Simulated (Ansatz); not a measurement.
A self-consistent single point of the (001) slab of Mg (cut from a parent of space group no. 194; 4 atoms in the cell) with Ansatz (a program for electronic structure).

Method: LDA (PW92), default PAW files made with PBE (plane waves; Ansatz).

The change in words: vacuum of 7 angstrom (first run: 14 Å). Reference geometry:
```
Mg
1.0
    3.20037     0.00000     0.00000
   -1.60018     2.77160     0.00000
    0.00000     0.00000    21.79160
Mg
4
Direct
  0.66667   0.33333   0.44041
  0.33333   0.66667   0.32122
  0.66667   0.33333   0.67878
  0.33333   0.66667   0.55959
```

Reference input (self-consistent single point, DFT, LDA (PW92), plane waves, default PAW files made with PBE): basis.ecutwfc = 420 eV; kpoints.mp_grid.grid = 11 11 1; hamiltonian.xc = lda; hamiltonian.pseudopotentials = {kind: paw} (the program's default PAW files); scf.occupations.method = fermi_dirac; scf.occupations.width = 0.1 eV. This run's input differs from it in these lines:

Ansatz 0.2 input:
```diff
@@ -5,8 +5,8 @@
     - [-1.60018500, 2.77160200, 0.00000000]
-    - [0.00000000, 0.00000000, 21.79159700]
+    - [0.00000000, 0.00000000, 14.79158600]
   atoms:
-    - { symbol: Mg, position: [0.66666700, 0.33333300, 0.44040800] }
-    - { symbol: Mg, position: [0.33333300, 0.66666700, 0.32122500] }
-    - { symbol: Mg, position: [0.66666700, 0.33333300, 0.67877500] }
-    - { symbol: Mg, position: [0.33333300, 0.66666700, 0.55959200] }
+    - { symbol: Mg, position: [0.66666700, 0.33333300, 0.41220700] }
+    - { symbol: Mg, position: [0.33333300, 0.66666700, 0.23662100] }
+    - { symbol: Mg, position: [0.66666700, 0.33333300, 0.76337900] }
+    - { symbol: Mg, position: [0.33333300, 0.66666700, 0.58779300] }
 basis:
```

Output, abridged:

```
SCF iter   1: F=—  HF=-7605.716772 eV  |F-HF|=—  |Δ(HF+E_count)|=         —  Δρ=5.12e-3  dr2=1.79e-2  ethr=1.77e-3  ⟨swp⟩=6.8  Hψ=1797  notcnv=0
all-band conjugate gradients solve this SCF's bands
preconditioner: auto → LDOS
SCF iter   2: F=—  HF=-7605.707501 eV  |F-HF|=—  |Δ(HF+E_count)|=   9.27e-3  Δρ=2.69e-3  dr2=4.13e-3  ethr=4.46e-5  ⟨swp⟩=2.0  Hψ=896  notcnv=0
SCF iter   3: F=—  HF=-7605.702318 eV  |F-HF|=—  |Δ(HF+E_count)|=   5.18e-3  Δρ=3.23e-4  dr2=1.86e-4  ethr=1.03e-5  ⟨swp⟩=2.0  Hψ=708  notcnv=0
SCF iter   4: F=—  HF=-7605.702321 eV  |F-HF|=—  |Δ(HF+E_count)|=   3.03e-6  Δρ=4.25e-5  dr2=6.69e-6  ethr=4.65e-7  ⟨swp⟩=1.3  Hψ=389  notcnv=0
SCF iter   5: F=—  HF=-7605.702321 eV  |F-HF|=—  |Δ(HF+E_count)|=   5.13e-7  Δρ=7.57e-6  dr2=1.95e-7  ethr=1.67e-8  ⟨swp⟩=2.0  Hψ=423  notcnv=0
SCF iter   6: F=-7605.702321 eV  HF=-7605.702321 eV  |F-HF|=2.30e-10  |Δ(HF+E_count)|=   1.16e-9  Δρ=1.59e-6  dr2=5.27e-9  ethr=2.50e-10  ⟨swp⟩=5.9  Hψ=1454  notcnv=0
SCF 1 converged in 6 iterations: F = -7605.702321 eV  dr2 = 5.27e-9
Free energy (F): -7605.702321 eV
Internal energy: -7605.631546 eV  (E = F + TS)
E sigma→0 (E₀):  -7605.666934 eV
Entropy (-TS):   -0.070774 eV (-17.694 meV/atom)
Fermi energy:    2.709895 eV
--- Forces (eV/Å), atoms counted from 1 ---
  atom   1  Mg     0.00000000    -0.00000000     0.04079521
  atom   2  Mg     0.00000000     0.00000000     0.06625157
  atom   3  Mg     0.00000000    -0.00000000    -0.06625157
  atom   4  Mg     0.00000000     0.00000000    -0.04079521
--- Stress (GPa, compression-positive) ---
       -2.597840       0.000000       0.000000
        0.000000      -2.597840      -0.000000
        0.000000      -0.000000      -1.005175
  P = ⅓ Tr σ = -2.0670 GPa (-20.670 kbar)
  The stress holds the Pulay correction. Without it, at fixed plane waves, as pw.x and ABINIT print it: P = -2.0691 GPa
```

The run converged in 6 iterations. Against the reference run the free energy drops by 3.7 meV/atom and the largest force goes from 0.090 to 0.066 eV/Å.

The starting cell has typed, rounded lattice constants, without a prior relaxation at this level. The slab is cut from that crystal, and its faces are unrelaxed. Its lattice was rescaled by up to half a per cent.
